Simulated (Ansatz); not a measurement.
# Hypothetical CdI2 type HfO2: thickness series

Consider HfO₂ in the CdI2 type structure (space group P-3m1, No. 164; a = 3.2085 Å, c = 4.5149 Å; a hypothetical phase, not in the database extracts checked; layered, stacked along the Cartesian z axis).

Free-standing slabs (3 atom(s) a layer) normal to the stacking axis with 15 Å of vacuum; in-plane cell relaxed.

Levels (all Ansatz, a first-principles code, PAW): PBEsol-D3(BJ) (420 eV, no SOC); r2SCAN (500 eV, no spin-orbit coupling); HSE06 (420 eV, no spin-orbit coupling).

Band gaps by level, all at the geometries relaxed with PBEsol-D3(BJ):

| case | PBEsol-D3(BJ) | r2SCAN | HSE06 |
|---|---|---|---|
| base | 4.40 eV | 4.97 eV | 6.11 eV |
| 1 layer | 4.86 eV | (withheld) | (withheld) |
| 2 layers | 4.67 eV | 5.26 eV | (withheld) |
| 3 layers | 4.57 eV | 5.16 eV | 6.28 eV |

**Question.** Complete the table.

**Answer.** 
- 1 layer, r2SCAN: 5.47 eV
- 1 layer, HSE06: 6.61 eV
- 2 layers, HSE06: 6.40 eV

Single points use the geometry relaxed with PBEsol-D3(BJ). The hybrid gap comes from the SCF mesh plus the semilocal run's edge points and a few special points and is an upper bound. Spin-orbit coupling, missing from the scalar runs, can matter with Hf. Whether these cells are dynamically stable was not tested.
